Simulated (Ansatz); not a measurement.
AlP (model structure, from the CsCl type, Pm-3m, No. 221): lattice parameter a by level of theory

No measured value is used here.

```tsv
level (code)	value (Å)
PBE (Ansatz)	[?]
PBEsol (Ansatz)	3.090
PBE-D3(BJ) (Ansatz)	3.069
```

Problem. What belongs in the gaps?

Solution. 
- PBE (Ansatz, a first-principles code), value (Å): 3.119

Ansatz's density-functional and Hartree–Fock values are scalar-relativistic unless marked +SOC, with PAW data made under PBE.

A model structure was made by putting elements into a prototype or built by hand; it is no filed structure, need not be a known phase, and can be a saddle point held by its symmetry.
